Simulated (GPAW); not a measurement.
Equation of state of fluorite-structure PtAl2 (space group 225): energy against volume (GPAW, PBEsol)

```
CELL_PARAMETERS angstrom
      0.00000     2.86920     2.86920
      2.86920     0.00000     2.86920
      2.86920     2.86920     0.00000
ATOMIC_POSITIONS crystal
  Al 0.25000 0.25000 0.25000
  Al 0.75000 0.75000 0.75000
  Pt 0.00000 0.00000 0.00000
```

Method: PBEsol, GPAW PAW datasets PBEsol (made by gpaw-setup) (plane waves; GPAW). Settings: mode = pw; ecut = 585 eV; xc = PBEsol; kpts = 17 17 17; mesh shift (steps) = 0 0 0; occupations.name = fermi-dirac; occupations.width = 0.05 eV; nbands = -7; convergence.forces = 0.001 eV/Å; symmetry.symmorphic = false; symmetry.tolerance = 0.0005; maxiter = 120. The cell above is the first row's. The rows scale it uniformly. In all rows fractional positions and the k mesh are held. E is the free energy at the stated smearing, counted from the lowest row.

| V (Å^3/atom) | E (meV/atom) |
|---|---|
| 15.747 | ? |
| 16.089 | 31.15 |
| 16.431 | 13.63 |
| 16.774 | 3.51 |
| 17.116 | 0.00 |
| 17.458 | 2.44 |
| 17.801 | 10.21 |
| 18.143 | 22.75 |
| 18.485 | 39.58 |

Task: Using the third-order Birch-Murnaghan form, a cubic in V^(-2/3), estimate the missing E at V = 15.747 from the other rows, showing the fit.

Result: With u = V^(-2/3) - 0.150, the rows have u = 0.006909, 0.004724, 0.002607, 0.000568, -0.001405, -0.003320, -0.005169, -0.006961. Least squares gives E = 0.119 - 620.72·u + 732510·u² + 1057298·u³. Residuals (row less fit): 0.005, -0.015, 0.012, -0.003, 0.006, -0.005, -0.003, 0.003; standard error 0.011 (degrees of freedom: 4). Its minimum lies at u = 0.000423, so V0 = (0.150423)^(-3/2) = 17.14. There d²E/du² = 1468000 and d³E/du³ = 6344000, so B0 = (4/9) × 17.14^(-7/3) × 1468000 × 0.160218 = 138 GPa (the last factor turns the table's units into GPa), and B0' = 4 + (2/3) × 0.150423 × (6344000)/1468000 = 4.4. The program's pressures in the fitted runs (not shown) pass through zero at V = 17.14, 0.01 % from this V0. At the withheld row, u = 0.009173, so E = 0.119 - 620.72 × 0.009173 + 732510 × 0.009173² + 1057298 × 0.009173³ = 56.877 meV/atom. The calculation gives 56.89 meV/atom, 0.013 meV/atom above the prediction (under 0.05 % of the range of E in the table). The row lies outside the fitted rows, so this is an extrapolation. From the scatter of the fitted rows alone, a prediction at this place has a standard error of 0.032 meV/atom, so the miss is 0.4 times that.

Carrying the step between the two nearest rows on in a straight line would have given 48.67, off by 8.22; series whose last step already gives the withheld value aren't shown. The scan was laid around a cell of about the measured size, scaled by a guess for this functional. The runs keep the symmetry of the cell, so they don't test it for distortions. Spin polarisation is off. Spin-orbit coupling is off. Cutoffs and mesh are single choices, not tested for convergence of this quantity. Series with a scatter that would blur these digits, or in which a gap closes, are not shown. Nor are scans whose minimum lies at an end fitted in this form.
